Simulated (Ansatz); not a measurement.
Cubic perovskite CsCdF₃ was calculated with PBEsol-D3(BJ) (PAW; Ansatz, an electronic-structure program).

Numerical settings: plane-wave cutoff 520 eV, 8×8×8 k mesh, Fermi–Dirac smearing 0.01 eV, scalar-relativistic PAW data made under PBE.

A third-order Birch–Murnaghan fit to the energies gives V0 = 17.360 Å³/atom, B0 = 66.7 GPa, B′ = 5.0.

| V (Å³/atom) | P (GPa) |
|---|---|
| 16.320 | (withheld) |
| 16.667 | 3.01 |
| 17.015 | (withheld) |
| 17.362 | -0.01 |
| 17.709 | (withheld) |
| 18.056 | (withheld) |
| 18.403 | -3.36 |

Question: Estimate the withheld pressures from this fit; the answers are the runs' own values.

Answer: 
- 16.320, P (GPa): 4.81
- 17.015, P (GPa): 1.41
- 17.709, P (GPa): -1.26
- 18.056, P (GPa): -2.37

The formula P = (3/2) B0 (x^(7/3) − x^(5/3)) [1 + (3/4)(B′ − 4)(x^(2/3) − 1)] with x = V0/V meets the computed pressures within 0.01 GPa when these rounded values are put in.

Note: the relaxation could not lower the start's symmetry, so the cell can be a saddle point above a distorted one.

Spin–orbit coupling is not included.

Computed values are for the static lattice.
